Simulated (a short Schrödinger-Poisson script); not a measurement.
Structure: gated In0.52Al0.48As/In0.53Ga0.47As δ-doped gas in a quantum well, at 300 K.

| layer | material | thickness (nm) | Na (cm⁻³) |
|---|---|---|---|
| 1 | In0.52Al0.48As | 10 | - |
| 2 | In0.52Al0.48As | 10 | - |
| 3 | In0.53Ga0.47As | 20 | - |
| 4 | In0.52Al0.48As | 4000 | 5e15 |

The device is made up for the run: typed textbook-type constants, with dimensions and the other settings drawn at random. In0.52Al0.48As: permittivity 12.5, conduction-band edge (eV) 0.52, gap (eV) 1.45, electron mass (mₑ) 0.075, Nv at 300 K (cm⁻³) 1.1e19. In0.53Ga0.47As: permittivity 13.9, conduction-band edge (eV) 0, gap (eV) 0.74, Nv at 300 K (cm⁻³) 7.7e18.

Channel valleys (confinement mass, in-plane density-of-states mass, number): Γ 0.041, 0.041, 1. At the gate the conduction-band edge of layer 1 lies 0.65 eV − eVg above the Fermi level of the channel; the field vanishes at the back. Sheet of ionised δ-doping: +1.7e12 e/cm² at 10 nm from the gate. The barrier under the gate holds no holes. Gaps are held at their typed values at every temperature. Mesh 0.08 nm at interfaces.

From a short Schrödinger-Poisson script (our own, NumPy): 1D Poisson equation in equilibrium, electrons quantum, Hartree (BenDaniel-Duke, 40 states a valley, the channel's in-plane mass for all, wave functions free to enter the barrier), parabolic valleys, classical holes, full ionisation, no traps, pinning or gate leakage.

The same stack at other levels of the model or other numerical settings:

```tsv
run	sheet density of all electrons at Vg = 0.4 V (cm⁻²)	sheet density of all electrons at Vg = -0.1 V (cm⁻²)	capacitance at Vg = 0.4 V (μF/cm²)	centroid of the channel electrons at Vg = 0.4 V (nm)	rough cost against the base
base	1.05e12	1.57e10	0.416	6.64	about 1
electrons treated as classical, Boltzmann	1.27e12	2.44e10	0.493	3.68	0.02
electrons treated as classical, Fermi-Dirac	1.11e12	2.39e10	0.418	5.74	0.1
electrons treated as quantum, Hartree plus LDA exchange-correlation	1.08e12	1.72e10	0.421	6.52	1
mesh six times as coarse	1.05e12	1.56e10	0.416	6.62	0.2
one subband a valley	1.02e12	1.41e10	0.404	5.93	0.2
```

The classical rows ignore confinement, and Boltzmann statistics overrate the density once the band edge passes the Fermi level.
